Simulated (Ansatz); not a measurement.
Results of PBEsol (plane waves, PAW; Ansatz, an electronic-structure program) for B (model structure, started from the bcc type, Im-3m, No. 229, 1 atom in the cell).

Numerical settings: plane-wave cutoff 520 eV, 34×34×34 k mesh, Fermi–Dirac smearing 0.05 eV, scalar-relativistic PAW data made under PBE.

Cell (relaxed at this level):

```yaml
crystal:
  lattice:
    - [-1.14863, 1.14863, 1.14863]
    - [1.14863, -1.14863, 1.14863]
    - [1.14863, 1.14863, -1.14863]
  atoms:
    - { symbol: B, position: [0.00000, 0.00000, 0.00000] }
```

Task: Give the computed bulk modulus.

Result: 
- bulk modulus: 244 GPa

The run finds no gap.

Note: the bulk modulus is −V dP/dV from two relaxed cells at ±2 % in volume; the relaxation could raise the start's symmetry but not lower it, so the cell can be a saddle point.

Cost on a shared machine: around 30 core-seconds (rough).

A model structure was made by putting elements into a prototype or built by hand; it is no filed structure, need not be a known phase, and can be a saddle point held by its symmetry.
